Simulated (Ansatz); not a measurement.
Base system: CdGeAs$_{2}$ in the chalcopyrite structure (space group I-42d, No. 122; a = 5.9420 Å, c = 11.3119 Å). Axes: x, y, z lie along a, b, c of the conventional cell.

Calculations: Kohn–Sham DFT with the PBEsol functional, run in Ansatz (a quantum-chemistry and plane-wave program) with PAW and 420 eV plane waves, scalar-relativistic without spin-orbit coupling.

The change: uniaxial strain ε_xx = −0.75 %, all other strain components held at zero; the atoms relax in the strained cell.

Problem. Estimate the effect on the stress and energy relative to the base.

Solution. The stress (xx, yy, zz, yz, xz, xy; compression positive) is (0.68, 0.37, 0.38, 0.00, 0.00, 0.00) GPa; the energy rises by 0.4 meV/atom.

Whether these cells are dynamically stable was not tested.
